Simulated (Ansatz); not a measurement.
**Worked example: self-consistent single point of CuAsS (Pnma, 12 atoms in the cell) in Ansatz (an electronic-structure program)**

Method: PBEsol, default PAW files made with PBE (plane waves; Ansatz).

The input file:

Ansatz 0.2 input:
```yaml
crystal:
  lattice:
    - [11.347000, 0.000000, 0.000000]
    - [0.000000, 3.753300, 0.000000]
    - [0.000000, 0.000000, 5.453000]
  atoms:
    - { symbol: Cu, position: [0.174540, 0.250000, 0.062640] }
    - { symbol: Cu, position: [0.325460, 0.750000, 0.562640] }
    - { symbol: Cu, position: [0.674540, 0.250000, 0.437360] }
    - { symbol: Cu, position: [0.825460, 0.750000, 0.937360] }
    - { symbol: As, position: [0.013730, 0.250000, 0.351770] }
    - { symbol: As, position: [0.486270, 0.750000, 0.851770] }
    - { symbol: As, position: [0.513730, 0.250000, 0.148230] }
    - { symbol: As, position: [0.986270, 0.750000, 0.648230] }
    - { symbol: S, position: [0.165760, 0.750000, 0.819600] }
    - { symbol: S, position: [0.334240, 0.250000, 0.319600] }
    - { symbol: S, position: [0.665760, 0.750000, 0.680400] }
    - { symbol: S, position: [0.834240, 0.250000, 0.180400] }
basis:
  ecutwfc: 420.0
kpoints:
  mp_grid: { grid: [2, 5, 4], shift: [0.5, 0.5, 0.5] }
hamiltonian:
  xc: pbesol
  pseudopotentials: { kind: paw }
scf:
  occupations: { method: gaussian, width: 0.1 }
output:
  forces: true
  eigenvalues: true
  stress: true
```

The program printed (abridged):

```
WARN ansatz: RAYON_NUM_THREADS=1 ignored (pool sized by the plan → 1); use --threads N
Pseudopotentials: kind: paw
Pseudopotential: Cu, paw, valence charge 19
Pseudopotential: As, paw, valence charge 15
Pseudopotential: S, paw, valence charge 6
Crystal: 12 atoms, lattice volume = 232.236 Å³
Basis set: ecut = 420 eV, 4511 PW (Γ), exchange–correlation on 160×54×80 points (8 copies of the dense FFT grid, shifted against one another)
Bands: 96, of which v1, the nominal top of the filled ones, is band 80 counted from 1 (79 counted from 0)
Symmetry: 8 space group operations
Space group: Pnma (ITA 62), of the structure as read, at distance tolerance 6.1e-5 Å
k-points: 6 of 40
PAW frozen core: Cu, regenerated for the run's functional, and the local potential with it
PAW frozen core: As, regenerated for the run's functional, and the local potential with it
PAW frozen core: S, regenerated for the run's functional, and the local potential with it
Initial density: superposition of atomic densities (neutral atoms: chi_scale 0, normalization atom), corrected by the library's trained network
Initial wavefunctions: pseudopotential atomic-orbital guess
Eigensolver: davidson
Functional: x = pbesol(κ = 0.804, μ = 0.12345679012345678), c = pbesol(β = 0.046)
SCF iter   1: F=—  HF=-49148.911211 eV  |F-HF|=—  |Δ(HF+E_count)|=         —  Δρ=9.19e-3  dr2=1.18e-1  ethr=1.77e-3  ⟨swp⟩=6.2  Hψ=2135  notcnv=0  defer=3
all-band conjugate gradients solve this SCF's bands
preconditioner: auto → Resta (q_TF=auto, 2.564 Å⁻¹)
SCF iter   2: F=—  HF=-49148.911685 eV  |F-HF|=—  |Δ(HF+E_count)|=   4.74e-4  Δρ=8.37e-3  dr2=1.30e-1  ethr=7.40e-5  ⟨swp⟩=2.0  Hψ=1193  notcnv=0  defer=49
SCF iter   3: F=—  HF=-49148.885614 eV  |F-HF|=—  |Δ(HF+E_count)|=   2.61e-2  Δρ=2.38e-3  dr2=1.09e-2  ethr=7.40e-5  ⟨swp⟩=2.0  Hψ=739  notcnv=0  defer=49
SCF iter   4: F=—  HF=-49148.883266 eV  |F-HF|=—  |Δ(HF+E_count)|=   2.35e-3  Δρ=3.99e-4  dr2=7.44e-4  ethr=6.82e-6  ⟨swp⟩=2.0  Hψ=743  notcnv=0  defer=49
SCF iter   5: F=—  HF=-49148.883165 eV  |F-HF|=—  |Δ(HF+E_count)|=   1.01e-4  Δρ=2.00e-4  dr2=1.15e-4  ethr=4.65e-7  ⟨swp⟩=2.0  Hψ=911  notcnv=0  defer=49
SCF iter   6: F=—  HF=-49148.883192 eV  |F-HF|=—  |Δ(HF+E_count)|=   2.71e-5  Δρ=7.58e-5  dr2=1.37e-5  ethr=7.19e-8  ⟨swp⟩=2.2  Hψ=889  notcnv=0  defer=49
SCF iter   7: F=—  HF=-49148.882938 eV  |F-HF|=—  |Δ(HF+E_count)|=   2.54e-4  Δρ=1.91e-5  dr2=1.05e-6  ethr=8.55e-9  ⟨swp⟩=2.0  Hψ=882  notcnv=0  defer=49
SCF iter   8: F=—  HF=-49148.882938 eV  |F-HF|=—  |Δ(HF+E_count)|=   6.21e-7  Δρ=1.64e-5  dr2=5.09e-7  ethr=6.58e-10  ⟨swp⟩=2.2  Hψ=801  notcnv=0  defer=49
SCF iter   9: F=-49148.882938 eV  HF=-49148.882938 eV  |F-HF|=1.06e-8  |Δ(HF+E_count)|=   1.86e-8  Δρ=3.55e-6  dr2=2.50e-8  ethr=6.25e-11  ⟨swp⟩=7.8  Hψ=2348  notcnv=0
SCF 1 converged in 9 iterations: F = -49148.882938 eV  dr2 = 2.50e-8
SCF converged after 9 iterations
Free energy (F): -49148.882938 eV
Harris-Foulkes:  -49148.882938 eV  (|F-HF|=1.06e-8)
Internal energy: -49148.882938 eV  (E = F + TS)
E sigma→0 (E₀):  -49148.882938 eV
Entropy (-TS):   -0.000000 eV (-0.000 meV/atom)
Fermi energy:    9.628569 eV
--- Per-component energies (eV) ---
  E_band       = -2980.934995
  E_kinetic    = 2038.642066
  E_local      = -29775.362300  (includes V_loc(G=0)·N_el)
  E_nonlocal   = -967.559878
  E_hartree    = 13887.289050
  E_xc         = -1050.815585
  E_vxc        = -1122.125680  (∫ρ·V_xc dr)
  E_paw        = -16033.558719  (= ΣΔE_a)
  E_vpaw       = -929.081838  (= ΣTr[D̂ρ^β])
  E_aug_tail   = 0.000987  (compensation charges beyond the density's cutoff)
  E_ewald      = -17252.456879
  E_core_change = 4.938321  (= ΣΔE_core)
  E_smearing   = -0.000000  (= −TS)
  E_closure    = 0.000000  (closes the sum)
  Σ components = -49148.882938   (vs F -49148.882938, Δ=0.00e0)
--- Forces (eV/Å), atoms counted from 1 ---
  atom   1  Cu    -0.00680750    -0.00000000     0.00496627
  atom   2  Cu     0.00680750    -0.00000000     0.00496627
  atom   3  Cu    -0.00680750     0.00000000    -0.00496627
  atom   4  Cu     0.00680750     0.00000000    -0.00496627
  atom   5  As     0.49252087    -0.00000000    -0.27637673
  atom   6  As    -0.49252087    -0.00000000    -0.27637673
  atom   7  As     0.49252087     0.00000000     0.27637673
  atom   8  As    -0.49252087     0.00000000     0.27637673
  atom   9  S      0.56455708    -0.00000000     0.32084456
  atom  10  S     -0.56455708     0.00000000     0.32084456
  atom  11  S      0.56455708     0.00000000    -0.32084456
  atom  12  S     -0.56455708     0.00000000    -0.32084456
  max |Σ_I F_I| component: 1.11e-16 eV/Å
--- Stress (GPa, compression-positive) ---
       -0.801901      -0.000000      -0.000000
       -0.000000      -1.734114      -0.000000
       -0.000000      -0.000000      -1.753726
  P = ⅓ Tr σ = -1.4299 GPa (-14.299 kbar)
  The stress holds the Pulay correction. Without it, at fixed plane waves, as pw.x and ABINIT print it: P = -1.4680 GPa
--- Band table (eV; the first three rows and the last of 6) ---
  k-point 0: bands = ["-102.7313", "-102.7313", "-102.7313", "-102.7313", "-60.3342", "-60.3342", "-60.3341", "-60.3341", "-60.2700", "-60.2700", "-60.2697", "-60.2697", "-60.2174", "-60.2174", "-60.2172", "-60.2172", "-27.3848", "-27.3848", [...]
  k-point 1: bands = ["-102.7313", "-102.7313", "-102.7313", "-102.7313", "-60.3342", "-60.3342", "-60.3342", "-60.3341", "-60.2699", "-60.2699", "-60.2698", "-60.2698", "-60.2173", "-60.2173", "-60.2173", "-60.2173", "-27.3847", "-27.3847", [...]
  k-point 2: bands = ["-102.7313", "-102.7313", "-102.7313", "-102.7313", "-60.3342", "-60.3342", "-60.3341", "-60.3341", "-60.2699", "-60.2699", "-60.2697", "-60.2697", "-60.2175", "-60.2175", "-60.2175", "-60.2175", "-27.3869", "-27.3869", [...]
  k-point 5: bands = ["-102.7313", "-102.7313", "-102.7313", "-102.7313", "-60.3341", "-60.3341", "-60.3341", "-60.3341", "-60.2698", "-60.2698", "-60.2698", "-60.2698", "-60.2176", "-60.2176", "-60.2176", "-60.2176", "-27.3836", "-27.3836", [...]
```

The run converged in 9 iterations.

The starting cell comes from a database of published, mostly measured structures (it also holds non-ambient and calculated ones), without a prior relaxation at this level. Ansatz's pressure includes its estimate of the finite-basis (Pulay) stress. The shifted mesh does not hold Γ, so a gap read on it misses any band edge there.
